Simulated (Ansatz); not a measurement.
The starting structures come from a database of crystals and need not be the phases stable at ambient conditions.

 Where the default PAW files enter, the runs use the earlier of Ansatz's two default sets.

Data:

```
ZnS
1.0
    3.80867     0.00000     0.00000
   -1.90433     3.29840     0.00000
    0.00000     0.00000    43.58865
Zn S
14 14
Cartesian
  0.00000   0.00000   6.22882
  0.00000   2.19893   9.33669
  1.90434   1.09947   3.11659
  0.00000   0.00000  34.24760
  0.00000   2.19893  31.13537
  0.00000   0.00000  28.01878
  0.00000   2.19893  15.56987
  0.00000   2.19893   0.00436
  0.00000   0.00000  18.67774
  0.00000   0.00000  40.47642
  1.90434   1.09947  12.45328
  1.90434   1.09947  21.79433
  0.00000   2.19893  24.90655
  0.00000   2.19893  37.36419
  0.00000   2.19893  33.46737
  0.00000   0.00000  42.81277
  0.00000   0.00000   8.56081
  1.90434   1.09947  14.79399
  0.00000   0.00000  30.35514
  0.00000   2.19893  17.90186
  0.00000   2.19893  39.69618
  0.00000   2.19893  11.67304
  1.90434   1.09947  24.12632
  0.00000   0.00000  36.58395
  0.00000   2.19893   2.33635
  0.00000   0.00000  21.01409
  0.00000   2.19893  27.23855
  1.90434   1.09947   5.44858
```

Space group of this cell: P3m1. The cell is taken as given.

The current runs along the normal of the first two printed vectors, the (001) plane. All runs by Ansatz (a first-principles code), plane waves and PAW, without spin-orbit coupling; the base is r2SCAN.

| run | mean pressure (GPa) | gap (eV) | mid-gap κ (1/Å) |
|---|---|---|---|
| base | 0.1 | 2.73 | 0.174 |
| all lengths scaled by 0.98 | 5.5 | … | … |
| all lengths scaled by 1.02 | -4.0 | 2.46 | 0.163 |
| lengths across the current scaled by 0.98, ions clamped | 3.6 | … | … |
| lengths along the current scaled by 0.97, ions clamped | 2.8 | 2.84 | 0.185 |
| lengths along the current scaled by 1.03, ions clamped | -2.0 | … | … |

Q: Complete the blanks.

A: 
- all lengths scaled by 0.98, gap (eV): 3.02
- all lengths scaled by 0.98, mid-gap κ (1/Å): 0.186
- lengths across the current scaled by 0.98, ions clamped, gap (eV): 2.88
- lengths across the current scaled by 0.98, ions clamped, mid-gap κ (1/Å): 0.178
- lengths along the current scaled by 1.03, ions clamped, gap (eV): 2.53
- lengths along the current scaled by 1.03, ions clamped, mid-gap κ (1/Å): 0.165
